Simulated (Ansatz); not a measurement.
## What tensor shear ε_yz = +0.96 % does to ZnGeP2

The parent structure is ZnGeP₂ in the chalcopyrite structure (space group I-42d, No. 122; a = 5.424 Å, c = 10.710 Å). Axes: x, y, z lie along a, b, c of the conventional cell.

Now apply this change: tensor shear ε_yz = +0.96 % (engineering shear γ = 0.0192), atoms relaxed at fixed cell.

Computed with Kohn–Sham DFT with the PBEsol functional, run in Ansatz (a first-principles code) with PAW and 420 eV plane waves, scalar-relativistic without spin-orbit coupling, earlier PAW set. k-mesh 9×9×9 (Γ-centred); smearing 0.05 eV (Fermi–Dirac).

| quantity | base | changed | shift |
|---|---|---|---|
| volume per atom | 19.69 Å³ | 19.69 Å³ | 0.00 Å³ |
| space group | I-42d (No. 122) | C2 (No. 5) | – |
| shortest interatomic distance | 2.334 Å | 2.327 Å | -0.0065 Å |
| energy relative to the base (free energy F) | 0 meV/atom | +1.5 meV/atom | +1.5 meV/atom |
| pressure (mean of the normal stresses, compression positive) | 0.00 GPa | 0.01 GPa | +0.01 GPa |
| band gap | 1.07 eV | 0.99 eV | -0.08 eV |
| gap character | – | indirect, Γ → k = (0.444, -0.444, -0.444) in the run's primitive reciprocal basis | – |
| valence-band top at Γ (three highest levels, from the VBM) | 0.00, -0.07, -0.07 eV | 0.00, -0.13, -0.17 eV | – |
| largest internal atomic displacement | – | 0.011 Å | – |
| stress (xx, yy, zz, yz, xz, xy; compression positive) | – | (0.00, 0.02, 0.02, -1.27, 0.00, 0.00) GPa | – |

The cells carry an imposed strain or load. Stability against distortions was not tested. k-point labels follow each cell's own Brillouin zone.
